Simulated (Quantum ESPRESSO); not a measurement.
Input and output of a self-consistent single point for Pb (Im-3m, 1 atom in the cell) (Quantum ESPRESSO).

Method: LDA (PW92), PseudoDojo standard norm-conserving (LDA) pseudopotentials (plane waves; Quantum ESPRESSO).

```xyz
1
Lattice="-1.9797 1.9797 1.9797 1.9797 -1.9797 1.9797 1.9797 1.9797 -1.9797" Properties=species:S:1:pos:R:3 pbc="T T T"
Pb     0.0000     0.0000     0.0000
```

Reference input (self-consistent single point, DFT, PBEsol, plane waves, PseudoDojo standard norm-conserving (PBESOL) pseudopotentials): ecutwfc = 65 Ry; occupations = smearing; smearing = fermi-dirac; degauss = 0.0073499 Ry; potentials = {Pb: Pb.upf}; K_POINTS = automatic 15 15 15 0 0 0; conv_thr = 1e-11 Ry. This run's input differs from it in these lines:

```diff
@@ -13,3 +13,3 @@
  ntyp = 1,
- ecutwfc = 65,
+ ecutwfc = 60,
  occupations = 'smearing',
```

Its files differ too (potentials: PseudoDojo standard norm-conserving (LDA)).

Output (repeated stretches shortened):

```
     Self-consistent Calculation

     iteration #  1     ecut=    60.00 Ry     beta= 0.70

---- Real-time Memory Report at c_bands before calling an iterative solver
            79 MiB given to the printing process from OS
            45 MiB allocation reported by mallinfo(arena+hblkhd)
------------------

     Threshold (ethr) on eigenvalues was too large:
     Diagonalizing with lowered threshold

---- Real-time Memory Report at c_bands before calling an iterative solver
            81 MiB given to the printing process from OS
            46 MiB allocation reported by mallinfo(arena+hblkhd)
------------------

   [... lines left out ...]

---- Real-time Memory Report at c_bands before calling an iterative solver
            85 MiB given to the printing process from OS
            51 MiB allocation reported by mallinfo(arena+hblkhd)
------------------

     total energy              =    -140.51949996 Ry
     estimated scf accuracy    <          1.3E-11 Ry

     iteration #  8     ecut=    60.00 Ry     beta= 0.70

---- Real-time Memory Report at c_bands before calling an iterative solver
            85 MiB given to the printing process from OS
            52 MiB allocation reported by mallinfo(arena+hblkhd)
------------------
     End of self-consistent calculation

     the Fermi energy is    10.6644 ev

!    total energy              =    -140.51949996 Ry
     estimated scf accuracy    <          2.0E-14 Ry
     smearing contrib. (-TS)   =      -0.00150317 Ry
     internal energy E=F+TS    =    -140.51799679 Ry

     convergence has been achieved in   8 iterations

     Forces acting on atoms (cartesian axes, Ry/au):

     atom    1 type  1   force =     0.00000000    0.00000000    0.00000000

     Total force =     0.000000     Total SCF correction =     0.000000

          total   stress  (Ry/bohr**3)                   (kbar)     P=      -29.59
  -0.00020118  -0.00000000  -0.00000000          -29.59       -0.00       -0.00
   0.00000000  -0.00020118  -0.00000000            0.00      -29.59       -0.00
  -0.00000000  -0.00000000  -0.00020118           -0.00       -0.00      -29.59

   JOB DONE.
```

The run converged in 8 iterations. Against the reference run the pressure goes from -1.56 to -2.96 GPa.

The starting cell comes from a database of computed structures (which also holds hypothetical and non-ambient phases and stackings), without a prior relaxation at this level.
